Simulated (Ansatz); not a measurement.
RuAl3 (model structure, started from the A15 type, Pm-3n, No. 223, 8 atoms in the cell), treated with PBEsol (Ansatz, an electronic-structure program, PAW).

Run with plane-wave cutoff 520 eV, 12×12×12 k mesh, Fermi–Dirac smearing 0.05 eV, no spin polarisation, scalar-relativistic PAW data made under PBE.

Cell (relaxed at this level):

```cif
data_Al6Ru2
_chemical_formula_sum 'Al6 Ru2'
_space_group_name_H-M_alt 'Pm-3n'
_space_group_IT_number 223
_space_group_name_Hall '-P 4n 2 3'
_cell_length_a 4.86531
_cell_length_b 4.86531
_cell_length_c 4.86531
_cell_angle_alpha 90.000
_cell_angle_beta 90.000
_cell_angle_gamma 90.000
loop_
_atom_site_label
_atom_site_type_symbol
_atom_site_symmetry_multiplicity
_atom_site_Wyckoff_symbol
_atom_site_fract_x
_atom_site_fract_y
_atom_site_fract_z
_atom_site_occupancy
Al1 Al 6 c 0.00000 0.50000 0.25000 1
Ru1 Ru 2 a 0.00000 0.00000 0.00000 1
```

### Question
Predict the bulk modulus B0.

### Answer

* **bulk modulus B0**: 152 GPa

Note: the run has no spin polarisation, so it can have missed a magnetic state; the bulk modulus is −V dP/dV from two relaxed cells at ±2 % in volume; the relaxation could raise the start's symmetry but not lower it, so the cell can be a saddle point.

Computed values are for the static lattice.

The result took about 110 core-seconds (a rough figure).

A model structure was made by putting elements into a prototype or built by hand; it is no filed structure, need not be a known phase, and can be a saddle point held by its symmetry.
